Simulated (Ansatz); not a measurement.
Given:

```yaml
crystal:
  lattice:
    - [0.00000, 1.99457, 1.99457]
    - [1.99457, 0.00000, 1.99457]
    - [1.99457, 1.99457, 0.00000]
  atoms:
    - { symbol: Au, position: [0.00000, 0.00000, 0.00000] }
```

The numbers are results of PBEsol, DFPT electron-phonon coupling, linearised Boltzmann equation (plane waves, PAW, scalar-relativistic; Ansatz, an electronic-structure program), not measurements. Condition of this run: hydrostatic pressure 15 GPa (the target of the relaxation). How the cell was made: relaxed with this functional, without spin-orbit coupling, then loaded as said.

Q: Predict the intrinsic resistivity at 300 K.

A: 1.71 μΩ·cm.

Q: How long is the mean free path there?

A: 49 nm, weighted by the current that each state carries. Wires not much wider than this gain resistivity from their walls.

A metal at this level (no band gap). Only scattering by harmonic phonons is included (no impurities, grain boundaries, electron-electron scattering or thermal expansion). Spin-orbit coupling is left out, which matters with elements this heavy. Halving the electron mesh (36x36x36) moves the resistivity by up to 1 % at 300 K, the mean free path by up to 1 %. Smearing 0.20 eV; phonons on a 6x6x6 q mesh, which this run doesn't test.
